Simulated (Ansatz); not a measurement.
Hypothetical cubic perovskite YLuO3: uniaxial stress, 8 GPa tension along x

Take YLuO3 in the cubic perovskite structure (space group Pm-3m, No. 221; a = 4.224 Å; a hypothetical phase, not in the database extracts checked) as the base. Axes: x, y, z lie along the cube axes.

Now apply this change: uniaxial stress, 8 GPa tension along x; all other stress components relax to zero.

Method: PBEsol (Ansatz, an electronic-structure program), without spin-orbit coupling. Settings: 8×8×8 k-points, 0.05 eV Fermi–Dirac smearing.

- Volume per atom: 15.40 Å³ (base 15.07 Å³)
- Space group: P4/mmm (No. 123) (base Pm-3m (No. 221))
- Shortest interatomic distance: 2.105 Å (base 2.112 Å)
- Energy relative to the base (free energy F): +11 meV/atom
- Band gap: 0.45 eV (an upper bound: an edge found on the path is not a true extremum; the changed cell) (base 0.63 eV)
- Strain response (xx, yy, zz): (+2.87, −0.33, −0.33) %
- Secant Young's modulus along x: 280 GPa
- Mean lateral Poisson ratio: 0.11

Final structure:

```
CELL_PARAMETERS angstrom
      4.34501     0.00000     0.00000
      0.00000     4.21002     0.00000
      0.00000     0.00000     4.21002
ATOMIC_POSITIONS crystal
  Lu 0.00000 0.00000 0.00000
  Y  0.50000 0.50000 0.50000
  O  0.00000 0.50000 0.50000
  O  0.50000 0.50000 0.00000
  O  0.50000 0.00000 0.50000
```

Cost of the whole job for the changed cell (relaxation, final SCF and bands): around 90 core-seconds (rough).

Stability under load was not tested beyond the relaxation. Many cubic perovskites are stable only at high temperature; tilts and polar distortions were not tested.
